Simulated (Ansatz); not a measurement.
Take Al2O3 in the corundum structure (space group R-3c, No. 167) as the base.

```xyz
10
Lattice="2.3794 1.3738 4.3317 -2.3794 1.3738 4.3317 0.0000 -2.7475 4.3317" Properties=species:S:1:pos:R:3 pbc="T T T"
Al     0.0000     0.0000     4.5732
Al     0.0000     0.0000     1.9244
Al     0.0000     0.0000     8.4220
Al     0.0000     0.0000    11.0707
O     -0.9215     1.3738     7.5805
O     -0.7290    -1.4849     7.5805
O      1.6505     0.1111     7.5805
O      0.9215    -1.3738     5.4147
O      0.7290     1.4849     5.4147
O     -1.6505    -0.1111     5.4147
```

Cartesian axes are those of the cell as printed.

Level of theory: r2SCAN, PAW, 500 eV (Ansatz, a first-principles code; no spin-orbit coupling).

Before the change:

The gap character is direct at Γ and the band gap is 7.14 eV.

Perturbation: the symmetric strain tensor [0.0307 -0.0122 0.0019; -0.0122 0.0146 0.0081; 0.0019 0.0081 -0.0118]; the atoms relax in the strained cell.

Task: What does the calculation give for the gap character after the change?

Result: The gap character remains direct at Γ.

Task: Estimate the effect on the band gap.

Result: The band gap shrinks by 0.73 eV to 6.41 eV.

Stability against distortions was not tested. Labels are those of the standard path for the cell's own space group.
